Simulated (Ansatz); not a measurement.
# ScCl3, pressure series

Consider ScCl3 (space group R-3, No. 148; layered, stacked along the Cartesian z axis).

```xyz
8
Lattice="3.1737 1.8323 5.8602 -3.1737 1.8323 5.8602 0.0000 -3.6647 5.8602" Properties=species:S:1:pos:R:3 pbc="T T T"
Sc     0.0000     0.0000     5.8617
Sc     0.0000     0.0000    11.7188
Cl     0.9141     1.8347     7.2722
Cl    -0.9141    -1.8347    10.3083
Cl    -2.0460    -0.1258     7.2722
Cl     2.0460     0.1258    10.3083
Cl     1.1319    -1.7090     7.2722
Cl    -1.1319     1.7090    10.3083
```

Cell and atoms are relaxed at each pressure.

Computed with Kohn–Sham DFT with the r2SCAN+rVV10 functional, run in Ansatz (a first-principles code) with PAW and 500 eV plane waves, no SOC.

For the base:

```
Property   Result
--------  -------
Band gap  4.09 eV
```

Question: The aim is a band gap between 2.87 eV and 3.09 eV. Which of these changes reaches it?
(A) pressure 45 GPa
(B) pressure 30 GPa
(C) pressure 18 GPa
(D) pressure 1.8 GPa

Answer: C, pressure 18 GPa. It gives 3.01 eV; pressure 45 GPa gives 2.33 eV; pressure 1.8 GPa gives 3.86 eV; pressure 30 GPa gives 2.66 eV. Changes not listed may reach it too

Load acts through the strain it causes; cell and atoms are relaxed under it. Whether these cells are dynamically stable was not tested. No other phases were tried under pressure. The final runs are not spin-polarised.
